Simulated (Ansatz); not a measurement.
A self-consistent single point of Ni2Ge (P3m1, 6 atoms in the cell) with Ansatz (a program for electronic structure).

Method of the run: PBEsol, harder PAW files (source: ansatz) made with PBE (plane waves; Ansatz).

The change in words: lattice scaled by 0.98; basis.ecutwfc: 420 eV → 920 eV; hamiltonian.pseudopotentials: {kind: paw} (the program's default PAW files) → {kind: paw, source: ansatz}. Reference geometry:
```yaml
crystal:
  lattice:
    - [3.99175, 0.00000, 0.00000]
    - [-1.99588, 3.45696, 0.00000]
    - [0.00000, 0.00000, 5.03895]
  atoms:
    - { symbol: Ni, position: [0.66667, 0.33333, 0.25992] }
    - { symbol: Ni, position: [0.33333, 0.66667, 0.75000] }
    - { symbol: Ni, position: [0.00000, 0.00000, 0.00000] }
    - { symbol: Ni, position: [0.00000, 0.00000, 0.50000] }
    - { symbol: Ge, position: [0.66667, 0.33333, 0.75000] }
    - { symbol: Ge, position: [0.33333, 0.66667, 0.25000] }
```

Reference input (self-consistent single point, DFT, PBEsol, plane waves, default PAW files made with PBE): basis.ecutwfc = 420 eV; kpoints.mp_grid.grid = 7 7 5; hamiltonian.xc = pbesol; hamiltonian.pseudopotentials = {kind: paw} (the program's default PAW files); scf.occupations.method = fermi_dirac; scf.occupations.width = 0.1 eV. This run's input differs from it in these lines:

Ansatz 0.2 input:
```diff
@@ -3,5 +3,5 @@
   lattice:
-    - [3.991749, 0.000000, 0.000000]
-    - [-1.995875, 3.456957, 0.000000]
-    - [0.000000, 0.000000, 5.038952]
+    - [3.911914, 0.000000, 0.000000]
+    - [-1.955958, 3.387818, 0.000000]
+    - [0.000000, 0.000000, 4.938173]
   atoms:
@@ -14,3 +14,3 @@
 basis:
-  ecutwfc: 420.0 eV
+  ecutwfc: 920.0 eV
 kpoints:
@@ -19,3 +19,3 @@
   xc: pbesol
-  pseudopotentials: { kind: paw }
+  pseudopotentials: { kind: paw, source: ansatz }
 scf:
```

Output, abridged:

```
SCF iter   1: F=—  HF=-31738.775561 eV  |F-HF|=—  |Δ(HF+E_count)|=         —  Δρ=1.12e-1  dr2=9.60e0  ethr=3.10e-3  ⟨swp⟩=6.0  Hψ=6483  notcnv=0  defer=15
all-band conjugate gradients solve this SCF's bands
preconditioner: auto → Kerker (q_TF=auto, 2.928 Å⁻¹)
SCF iter   2: F=—  HF=-31737.323899 eV  |F-HF|=—  |Δ(HF+E_count)|=    1.45e0  Δρ=4.95e-2  dr2=2.41e0  ethr=3.10e-3  ⟨swp⟩=3.8  Hψ=3647  notcnv=0  defer=85
   [... lines left out ...]
SCF iter   6: F=—  HF=-31736.573298 eV  |F-HF|=—  |Δ(HF+E_count)|=   4.96e-4  Δρ=3.26e-4  dr2=4.99e-5  ethr=1.39e-6  ⟨swp⟩=2.2  Hψ=3045  notcnv=0  defer=76
SCF iter   7: F=—  HF=-31736.573215 eV  |F-HF|=—  |Δ(HF+E_count)|=   8.31e-5  Δρ=8.87e-5  dr2=5.22e-6  ethr=4.99e-8  ⟨swp⟩=2.8  Hψ=3481  notcnv=0  defer=76
SCF iter   8: F=—  HF=-31736.573213 eV  |F-HF|=—  |Δ(HF+E_count)|=   1.24e-6  Δρ=2.38e-5  dr2=5.02e-7  ethr=5.22e-9  ⟨swp⟩=2.2  Hψ=2878  notcnv=0  defer=76
SCF iter   9: F=-31736.573213 eV  HF=-31736.573213 eV  |F-HF|=3.34e-8  |Δ(HF+E_count)|=   1.28e-7  Δρ=6.51e-6  dr2=3.44e-8  ethr=1.00e-10  ⟨swp⟩=15.1  Hψ=11882  notcnv=0
SCF 1 converged in 9 iterations: F = -31736.573213 eV  dr2 = 3.44e-8
Free energy (F): -31736.573213 eV
Internal energy: -31736.458432 eV  (E = F + TS)
E sigma→0 (E₀):  -31736.515823 eV
Entropy (-TS):   -0.114781 eV (-19.130 meV/atom)
Fermi energy:    20.568971 eV
--- Forces (eV/Å), atoms counted from 1 ---
  atom   1  Ni     0.00000000     0.00000000    -0.31478919
  atom   2  Ni    -0.00000000     0.00000000     0.04498468
  atom   3  Ni    -0.00000000    -0.00000000     0.07429038
  atom   4  Ni     0.00000000    -0.00000000     0.07857824
  atom   5  Ge     0.00000000    -0.00000000     0.20390977
  atom   6  Ge    -0.00000000     0.00000000    -0.08697145
--- Stress (GPa, compression-positive) ---
       11.255206       0.000000       0.000000
        0.000000      11.255206       0.000000
        0.000000       0.000000       9.540657
  P = ⅓ Tr σ = 10.6837 GPa (106.837 kbar)
  The stress holds the Pulay correction. Without it, at fixed plane waves, as pw.x and ABINIT print it: P = 10.6670 GPa
```

The run converged in 9 iterations. Against the reference run the pressure goes from -2.69 to 10.68 GPa and the largest force goes from 0.239 to 0.315 eV/Å.

The starting cell comes from a database of computed structures (which also holds hypothetical and non-ambient phases and stackings), without a prior relaxation at this level. Its lattice was rescaled by up to half a per cent. One atom was moved a little off its site on purpose. For this run, on top of that: lattice scaled by 0.98. Spin polarisation is off. Ansatz's pressure includes its estimate of the finite-basis (Pulay) stress.

Cost on one core of a shared machine: roughly 40 s.
